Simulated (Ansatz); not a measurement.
**What Nb → Zr does to Nb**

Take Nb in the bcc (W type) structure (space group Im-3m, No. 229; a = 3.303 Å) as the base.

The change: every Nb is replaced by Zr; the structure is relaxed again.

Calculations: r2SCAN/PAW in Ansatz (a first-principles code), no SOC. Settings: 18×18×18 k-points, 0.05 eV Fermi–Dirac smearing, for the changed cell.

```
quantity                                  base          changed        shift
-----------------------------  ---------------  ---------------  -----------
volume per atom                       18.01 Å³         22.94 Å³     +4.93 Å³
density                             8.56 g/cm³       6.60 g/cm³  -1.96 g/cm³
space group                    Im-3m (No. 229)  Im-3m (No. 229)            –
shortest interatomic distance          2.860 Å          3.101 Å    +0.2403 Å
band gap                                  zero             zero            –
```

Stability against distortions was not tested. The final runs are not spin-polarised. This is not the structure that Zr has at room temperature and ambient pressure.
